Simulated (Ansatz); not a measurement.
Functionals compared on a constructed model of the (100) surface of fcc Pd, a pseudomorphic layer of Mg in the host's stacking (bottom of the slab: a bare face, its two planes held), in Ansatz (plane waves, PAW). The structure was relaxed with PBE; the other rows are single points on it. Cutoff 420 eV (500 eV for r2SCAN).

Set-up: 7 atoms, 12.0 Å thick at the start; mesh 13x13x1; 0.1 eV smearing; dipole correction on; 2 atoms held, the rest relaxed; start symmetry kept, larger cells not searched; no spin, no spin-orbit, no U. It is one candidate, not shown to be the stable structure of the face. These notes are the PBE run's.

```
functional  work function of the top face (eV)  rough cost of the single point
----------  ----------------------------------  ------------------------------
PBE                                       3.70                               –
RPBE                                      3.64         roughly 23 core-seconds
r2SCAN                                    3.77  around 70 core-seconds (rough)
```

Ansatz is a first-principles code.
